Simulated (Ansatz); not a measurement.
The parent structure is Hf in the hcp (Mg type) structure (space group P6_3/mmc, No. 194; relaxed with 0.1 eV smearing).

```
CELL_PARAMETERS angstrom
      3.19829     0.00000     0.00000
     -1.59915     2.76980     0.00000
      0.00000     0.00000     5.04882
ATOMIC_POSITIONS crystal
  Hf 0.66667 0.33333 0.75000
  Hf 0.33333 0.66667 0.25000
```

All numbers come from Kohn–Sham DFT with the r2SCAN functional, run in Ansatz (a first-principles code) with PAW and 500 eV plane waves, spin-orbit coupling left out.

Base values:

- Pressure: 0.0 GPa

The change: the cell is scaled by 0.9750 in all directions; the atoms relax in the strained cell.

### Question
Predict the new pressure.

### Answer
The pressure (mean of the normal stresses, compression positive) goes from zero to 9.5 GPa.

### Question
Estimate the effect on the energy relative to the base.

### Answer
The energy increases by 46 meV/atom.

No phonon test of stability was made. All final runs are without spin polarisation.
